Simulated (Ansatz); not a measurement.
## Response to strain in InAs

The reference is InAs in the zinc blende structure (space group F-43m, No. 216).

```
CELL_PARAMETERS angstrom
      0.00000     3.04364     3.04364
      3.04364     0.00000     3.04364
      3.04364     3.04364     0.00000
ATOMIC_POSITIONS crystal
  In 0.00000 0.00000 0.00000
  As 0.25000 0.25000 0.25000
```

Strains are applied to the cell and any free atomic positions relax.

The values are results of PBEsol, PAW, 420 eV (Ansatz, a program for electronic structure; no SOC), not measurements.

Notes on the quantities. energy relative to the base: free energy F.

```
change                    energy relative to the base  band gap  shortest interatomic distance  pressure
------------------------  ---------------------------  --------  -----------------------------  --------
base                                       0 meV/atom      zero                        2.636 Å   0.0 GPa
isotropic strain −3.00 %                 +44 meV/atom   0.07 eV                        2.557 Å   6.3 GPa
isotropic strain −2.50 %                 +30 meV/atom      zero                        2.570 Å   5.1 GPa
isotropic strain −2.00 %                 +19 meV/atom      zero                        2.583 Å   3.9 GPa
isotropic strain −1.00 %                +4.6 meV/atom      zero                        2.610 Å   1.8 GPa
isotropic strain −0.50 %                +1.1 meV/atom      zero                        2.623 Å   0.9 GPa
isotropic strain +0.50 %                +1.1 meV/atom      zero                        2.649 Å  -0.8 GPa
isotropic strain +2.00 %                 +16 meV/atom      zero                        2.689 Å  -2.9 GPa
isotropic strain +2.50 %                 +25 meV/atom      zero                        2.702 Å  -3.5 GPa
isotropic strain +3.00 %                 +36 meV/atom      zero                        2.715 Å  -4.0 GPa
```

The mesh was chosen for an insulator and is coarse for the gapless case. No phonon test of stability was made. The final runs are not spin-polarised. The zero or small gap of InAs can change with the level of theory.
